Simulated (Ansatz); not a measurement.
The parent structure is MoSi$_{2}$ (space group I4/mmm, No. 139; a = 3.217 Å, c = 7.875 Å; relaxed with 0.1 eV smearing). Axes: x, y, z lie along a, b, c of the conventional cell.

Level of theory: Kohn–Sham DFT with the PBE functional, run in Ansatz (a quantum-chemistry and plane-wave program) with PAW and 420 eV plane waves, spin-orbit coupling left out.

Before the change:

- Shortest interatomic distance: 4.908 bohr
- Pressure: 0.0 GPa

Perturbation: the cell is stretched by 0.50 % along z with no lateral relaxation; the atoms relax in the strained cell.

How does this affect the shortest interatomic distance and pressure?

The shortest interatomic distance rises by 0.022 bohr, from 4.908 bohr to 4.930 bohr; the pressure (mean of the normal stresses, compression positive) goes from zero to -1.1 GPa.

Stability against distortions was not tested. All final runs are without spin polarisation.
